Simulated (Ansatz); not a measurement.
Amorphous cells of 8 compositions: the gap between the highest filled and lowest empty level at the zone centre, by PBE and by a single point of HSE06 on the same geometry (PBE, scalar-relativistic without spin-orbit coupling (plane waves to 420 eV, PAW; Ansatz, a program for electronic structure); exact exchange cut at the cells' faces). The networks come from melt-quench runs on the CHGNet potential at compositions and starting densities chosen by hand, with anions pushed apart in the CHGNet dynamics, and DFT then relaxed them. The cells are small and were quenched far faster than real films, so single cells scatter. Defect or tail levels can set these gaps. The rows are the first to finish with both values and no moments.

```csv
cell,PBE gap x (eV),HSE06 gap y (eV)
"A (In9Ga9Zn9O37Ag2, 5.93 g/cm3)",0.36,1.87
"B (In9Ga9Zn9O37Li2, 5.79 g/cm3)",0.92,2.47
"C (In9Ga9Zn9O37K2, 5.63 g/cm3)",0.96,2.51
"D (Hf18O39Mo, 8.56 g/cm3)",2.34,3.65
"E (Hf18O41Nb2, 8.49 g/cm3)",2.74,withheld
"F (Hf18O41Ta2, 8.88 g/cm3)",3.56,5.08
"G (Hf18O39Sc2, 8.55 g/cm3)",3.91,5.46
"H (Hf18O39Lu2, 9.05 g/cm3)",3.96,5.59
```

Task: Fit a straight line through the 7 full rows and predict the withheld value for E (Hf18O41Nb2, 8.49 g/cm3).

Result: Means: x = 2.287, y = 3.804. Slope = Σ(Δx Δy) / Σ(Δx²) = 14.56 / 14.4 = 1.01; the r.m.s. residual is 0.090. Prediction: 3.804 + 1.01 × (2.74 − 2.287) = 4.26. The run gave 4.21, 0.05 below the line.
